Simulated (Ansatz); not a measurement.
# Several settings converged on ZrSc (P3m1, 2 atoms in the cell)

```yaml
crystal:
  lattice:
    - [3.29926, 0.00000, 0.00000]
    - [-1.64963, 2.85725, 0.00000]
    - [0.00000, 0.00000, 5.18079]
  atoms:
    - { symbol: Zr, position: [0.66667, 0.33333, 0.00965] }
    - { symbol: Sc, position: [0.00000, 0.00000, 0.50000] }
```

Base method: LDA (PW92), default PAW files made with PBE (plane waves; Ansatz, a quantum-chemistry and plane-wave program).

Base settings: basis.ecutwfc = 420 eV; kpoints.mp_grid.grid = 11 11 7; hamiltonian.xc = lda; hamiltonian.pseudopotentials = {kind: paw} (the program's default PAW files); scf.occupations.method = fermi_dirac; scf.occupations.width = 0.1 eV.

The count of work is k-points × plane waves × bands × iterations; it is no time. Core times come from one kind of shared machine, to one figure; runs under 30 s give none.

**The cutoff for other potential files**

Level: DFT, LDA (PW92), plane waves, harder PAW files (source: ansatz) made with PBE.

In this ladder: hamiltonian.pseudopotentials = {kind: paw, source: ansatz}.

The second cell is the first with its lattice scaled by 0.98.

The mesh stays at the base's, so the ladder's end is converged at best in this setting alone.

The first pressure column holds Ansatz's estimate of the finite-basis (Pulay) stress, which hides part of the cutoff error; the other is without it.

Only quantities that move along the ladder and can be compared are tabulated.

| basis.ecutwfc | free energy less the last step's (meV/atom) | energy of the compressed cell less the first (meV/atom) | pressure (GPa) | pressure without the Pulay estimate (GPa) | largest difference of a force vector from the last step's (eV/Å) | count of work / last |
|---|---|---|---|---|---|---|
| 275 eV | 1708.56 | -29.88 | -5.87 | -56.38 | 0.019 | 0.12 |
| 335 eV | 386.57 | -47.22 | -7.26 | -21.46 | 0.003 | 0.15 |
| 425 eV | 34.74 | -47.37 | -7.12 | -8.91 | 0.000 | 0.21 |
| 520 eV | 3.51 | -47.34 | -7.13 | -7.26 | 0.000 | 0.25 |
| 610 eV | 1.73 | -47.36 | -7.13 | -7.15 | 0.000 | 0.32 |
| 730 eV | 1.12 | -47.36 | -7.13 | -7.15 | 0.000 | 0.47 |
| 915 eV | 0.40 | -47.37 | -7.13 | -7.15 | 0.000 | 0.64 |
| 1220 eV | 0.00 | -47.37 | -7.13 | -7.14 | 0.000 | 1.0 |

Coarsest basis.ecutwfc that holds the pressure within 0.5 GPa of the last step, with all finer ones: 335 eV, at 0.15 of the last step's count of work; the step before is off by 1.3 GPa.

Coarsest basis.ecutwfc that holds the energy of the compressed cell less the first within 0.5 meV/atom of the last step, with all finer ones: 335 eV, at 0.15 of the last step's count of work; the step before is off by 17 meV/atom.

Coarsest basis.ecutwfc that holds the forces within 0.01 eV/Å of the last step, with all finer ones: 335 eV, at 0.15 of the last step's count of work; the step before is off by 0.019 eV/Å.

The energy difference between the two cells stays within 1 meV/atom of the last step's from 335 eV on, the total only from 915 eV on: much of the error is common to both cells and cancels.

At the lowest cutoff the pressure without the Pulay estimate lies 49.2 GPa under the last step's, the usual sign of Pulay stress in an incomplete plane-wave basis.

**The relaxed cell against the cutoff**

On ZrSc (P-6m2, 2 atoms in the cell): atoms on their sites.

In this ladder: relax = cell and atoms.

The mesh stays at the base's, so the ladder's end is converged at best in this setting alone.

Only quantities that move along the ladder and can be compared are tabulated.

```tsv
basis.ecutwfc	relaxed volume (Å³/atom)	relaxation steps	core time / last (rough)
210 eV	21.771	25	0.8
250 eV	21.992	15	0.6
295 eV	22.013	9	–
355 eV	22.001	7	–
420 eV	22.006	5	–
505 eV	22.004	5	0.5
630 eV	22.005	5	0.7
840 eV	22.004	5	1
```

Coarsest basis.ecutwfc that holds the relaxed volume within 0.044 Å³/atom of the last step, with all finer ones: 250 eV; the step before is off by 0.23 Å³/atom.

At the lowest cutoff the cell relaxes to a volume 1.1 % smaller than at the highest. Ansatz relaxes on a stress corrected for the finite basis.

On the base run: the starting cell comes from a database of computed structures (which also holds hypothetical and non-ambient phases and stackings), without a prior relaxation at this level. Its lattice was rescaled by up to half a per cent. One atom was moved a little off its site on purpose.

Keys are those of Ansatz 0.2.
